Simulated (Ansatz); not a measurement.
The reference is ZnSe in the zinc blende structure (space group F-43m, No. 216; a = 5.633 Å). Axes: x, y, z lie along the cube axes.

Level of theory: DFT with PBEsol, PAW potentials and a 420 eV plane-wave cutoff in Ansatz (a program for electronic structure), no SOC.

Base values:

| Property | Result |
|---|---|
| Valence-band top at Γ | 0.00, 0.00, 0.00 eV |
| Band gap | 1.24 eV |

Perturbation: uniaxial strain ε_zz = −2.50 %, all other strain components held at zero; the atoms relax in the strained cell.

Estimate the effect on the stress.

The stress (xx, yy, zz, yz, xz, xy; compression positive) is (1.45, 1.45, 2.30, 0.00, 0.00, 0.00) GPa.

Estimate the effect on the valence-band top at Γ.

The valence-band top at Γ (three highest levels, from the VBM) goes from 0.00, 0.00, 0.00 eV to 0.00, -0.09, -0.09 eV.

How does this affect the energy relative to the base?

The energy grows by 4.0 meV/atom.

Predict the new band gap.

The band gap rises by 0.04 eV (1.24 eV → 1.28 eV).

Whether these cells are dynamically stable was not tested.
